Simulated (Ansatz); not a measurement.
Band structure of Cu2O (Pn-3m, 6 atoms in the cell).

```
CELL_PARAMETERS angstrom
      4.16177     0.00000     0.00000
      0.00000     4.16177     0.00000
      0.00000     0.00000     4.16177
ATOMIC_POSITIONS crystal
  Cu 0.25000 0.25000 0.75000
  Cu 0.25000 0.75000 0.25000
  Cu 0.75000 0.75000 0.75000
  Cu 0.75000 0.25000 0.25000
  O  0.50000 0.50000 0.50000
  O  0.00000 0.00000 0.00000
```

Level of theory: PBE, PAW files (plane waves; Ansatz, a quantum-chemistry and plane-wave program).

Settings: basis.ecutwfc = 420 eV; kpoints.mp_grid.grid = 6 6 6; hamiltonian.xc = pbe; hamiltonian.pseudopotentials = {kind: paw} (an earlier, softer set of the program's PAW files); scf.occupations.method = fixed; kpoints.band_path.npoints = 8.

The starting cell comes from a database of computed structures (which also holds hypothetical and non-ambient phases and stackings), without a prior relaxation at this level. Its lattice was rescaled by a random factor within 2.5 % of one.

**Question.** Predict the gap along the standard path and the places of the band edges.

**Answer.** The gap along the path is 0.70 eV, direct at Γ to within 0.01 eV.

Levels in eV from the top of the valence band on the path, bands 41 to 48:
```tsv
point	41	42	43	44	45	46	47	48
Γ	-1.73	0.00	0.00	0.00	0.70	0.96	0.96	8.33
X	-1.33	-1.33	-0.44	-0.44	2.42	2.42	4.18	4.18
M	-1.35	-1.35	-0.73	-0.73	1.94	1.94	3.97	3.97
R	-1.06	-0.63	-0.63	-0.63	2.31	2.31	2.31	5.12
```

Keys are those of Ansatz 0.2.
